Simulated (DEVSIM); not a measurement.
Structure: TaN/La2O3/p-Si capacitor, at 400 K.

| layer (left to right) | material | thickness (nm) | Na (cm⁻³) |
|---|---|---|---|
| 1 | La2O3 | 30.0 | - |
| 2 | Si | 1500 | 1.4e17 |

Metal gate on the left, work function 4.4 eV. Fixed charge at the semiconductor interface 0 cm⁻² (in units of +e); no interface traps.

This is a model device: material constants are rounded textbook-type values typed into the input, and sizes, dopings and lifetimes were drawn at random. Values at 300 K; Nc and Nv go as T^1.5, mobilities as T to minus their exponent, the gap by Varshni's rule with the affinity fixed.

```csv
parameter,La2O3,Si
gap (eV),5.8,1.124
affinity (eV),1.8,4.05
permittivity,27,11.7
Nc (cm⁻³),-,2.86e19
Nv (cm⁻³),-,3.1e19
Varshni α (eV/K),-,0.000473
Varshni β (K),-,636
```

Model (solved in DEVSIM): 1D Poisson equation in equilibrium, Boltzmann statistics, complete ionisation; no quantum confinement or tunnelling. Metal contacts follow the ideal Schottky-Mott rule: no Fermi-level pinning, no interface dipoles.

The gate work function was swept, all else fixed.

```json
[
 {"gate work function (eV)": "4.1", "flat-band voltage (V)": "-0.85", "threshold voltage (band bending 2φF) (V)": "0.08"},
 {"gate work function (eV)": "4.25", "flat-band voltage (V)": "-0.70", "threshold voltage (band bending 2φF) (V)": "0.23"},
 {"gate work function (eV)": "4.4", "flat-band voltage (V)": "-0.55", "threshold voltage (band bending 2φF) (V)": "0.38"},
 {"gate work function (eV)": "4.55", "flat-band voltage (V)": "-0.40", "threshold voltage (band bending 2φF) (V)": "0.53"},
 {"gate work function (eV)": "4.7", "flat-band voltage (V)": "-0.25", "threshold voltage (band bending 2φF) (V)": "0.68"}
]
```

From the first row to the last the flat-band voltage goes from -0.85 to -0.25. From the first row to the last the threshold voltage (band bending 2φF) goes from 0.08 to 0.68.
